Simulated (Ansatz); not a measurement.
The parent structure is Sn (space group I4_1/amd, No. 141; a = 5.949 Å, c = 3.214 Å; relaxed with 0.1 eV smearing). Axes: x, y, z lie along a, b, c of the conventional cell.

Computed with Ansatz (an electronic-structure program) PBE, no SOC.

For the base:

| Property | Result |
|---|---|
| Shortest interatomic distance | 3.081 Å |

Now apply this change: compressive biaxial strain of 3.41 % in the plane normal to [001], as in epitaxy on a mismatched substrate; the out-of-plane cell vector and the atoms relax.

### Question
What does the calculation give for the in-plane stress, out-of-plane strain, shortest interatomic distance and energy relative to the base after the change?

### Answer
The mean in-plane stress (compression positive) is +3.5 GPa; the out-of-plane strain comes out as +3.25 %; the shortest interatomic distance drops by 0.0907 Å, from 3.081 Å to 2.991 Å; the energy grows by 20 meV/atom.

A biaxial case was relaxed in a doubled cell and then solved in the primitive one. No phonon test of stability was made.
